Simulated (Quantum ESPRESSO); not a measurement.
# Convergence series on YSn3 (Amm2, 8 atoms in the cell)

```yaml
crystal:
  lattice:
    - [4.43955, 0.00000, 0.00000]
    - [0.00000, 2.22637, 11.13758]
    - [0.00000, -2.22637, 11.13758]
  atoms:
    - { symbol: Y, position: [0.50000, 0.48341, 0.48341] }
    - { symbol: Y, position: [0.00000, 0.21170, 0.21170] }
    - { symbol: Sn, position: [0.50000, 0.09990, 0.09990] }
    - { symbol: Sn, position: [0.50000, 0.72992, 0.72992] }
    - { symbol: Sn, position: [0.50000, 0.86524, 0.86524] }
    - { symbol: Sn, position: [0.00000, 0.97414, 0.97414] }
    - { symbol: Sn, position: [0.00000, 0.36298, 0.36298] }
    - { symbol: Sn, position: [0.00000, 0.59871, 0.59871] }
```

Method of the run: PBEsol, SSSP 1.1.2 efficiency (PBE) pseudopotentials (plane waves; Quantum ESPRESSO 7.5).

The starting cell comes from a database of computed structures (which also holds hypothetical and non-ambient phases and stackings), without a prior relaxation at this level.

Held fixed: ecutwfc = 40 Ry; ecutrho = 320 Ry; occupations = smearing; smearing = cold; degauss = 0.0099958 Ry; input_dft = pbesol; potentials = {Y: Y_pbe_v1.uspp.F.UPF, Sn: Sn_pbe_v1.uspp.F.UPF}; K_POINTS = automatic 6 6 6 0 0 0; conv_thr = 1e-10 Ry; mixing_beta = 0.7.

ΔF is the free energy per atom less that of the last row (57).

The series runs over nbnd = 53; 54; 55; 57.

### Question
From which setting on does the largest force stay within 0.02 eV/Å of the last one?

### Answer
From nbnd = 54 on; the one before it is off by 0.12 eV/Å. The value it settles on is 0.095 eV/Å at this level of theory and with the other settings as held.

### Question
From which setting on does the pressure stay within 0.1 GPa of the last one?

### Answer
From nbnd = 54 on; the one before it is off by 0.51 GPa. The value it settles on is -2.83 GPa at this level of theory and with the other settings as held.

```csv
nbnd,ΔF (meV/atom),pressure (GPa),largest force (eV/Å),bands,iterations
53,50.3,-2.33,0.213,53,34
54,0.01,-2.83,0.094,54,16
55,0.00,-2.83,0.095,55,17
57,0.00,-2.83,0.095,57,17
```
